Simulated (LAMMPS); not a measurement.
Melts of Cu (fcc) cooled to 300 K at several rates.

Method: classical MD, pair style eam, the elements' _smf7.eam files (smf7) (LAMMPS).

| cooling rate (K/s) | state | density | coordination number | rough cost |
|---|---|---|---|---|
| 3e+12 | crystallised | 8.71 g/cm³ (one sample) | 12.3 (counted to 3.14 Å) | 17 core-minutes |
| 1e+13 | partly crystallised | 8.59 g/cm³ (one sample) | 12.8 (counted to 3.30 Å) | 7 core-minutes |
| 1e+14 | glass | 8.57 g/cm³ (one sample) | 12.8 (counted to 3.30 Å) | 2.9 core-minutes |

Costs are rough and include melting and analysis.

Caution (rows 3e+12; 1e+13): the cell keeps the atom count and shape of the starting crystal, which eases freezing.
